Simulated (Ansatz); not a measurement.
**Question.** Name crystals whose logarithmic mean phonon energy lies between 11.5 and 18 meV and whose electron-phonon coupling λ lies between 0.31 and 0.48, by Ansatz (a quantum-chemistry and plane-wave program) with PBEsol, DFPT electron-phonon coupling, linearised Boltzmann equation.

**Answer.** Many crystals can fit; among those computed here:
- HfIr3 (Pm-3m): 15.5 meV, 0.38
- Ni2P (P-62m): 14.8 meV, 0.43
- SnAs (Fm-3m): 13.8 meV, 0.47
- LaS (Fm-3m): 15.5 meV, 0.34
- Ni$_{3}$Sn$_{2}$S$_{2}$ (R-3m): 14.4 meV, 0.39

Metals; harmonic phonons. Halving the electron mesh moves these values by up to 4 %; q meshes are mostly untested. Some of the runs warned that the eigensolver left states short of its tolerance. Spin-orbit coupling is left out.

Formula and space group known from diffraction (Crystallography Open Database), not checked to be the room-temperature form: HfIr3 (Pm-3m), LaS (Fm-3m), Ni2P (P-62m), Ni3Sn2S2 (R-3m), SnAs (Fm-3m). Treated as nonmagnetic (a ferromagnetic start lost its moment, other orders weren't tried): Ni2P (P-62m), Ni3Sn2S2 (R-3m). The missing spin-orbit coupling matters most for HfIr3 (Pm-3m).
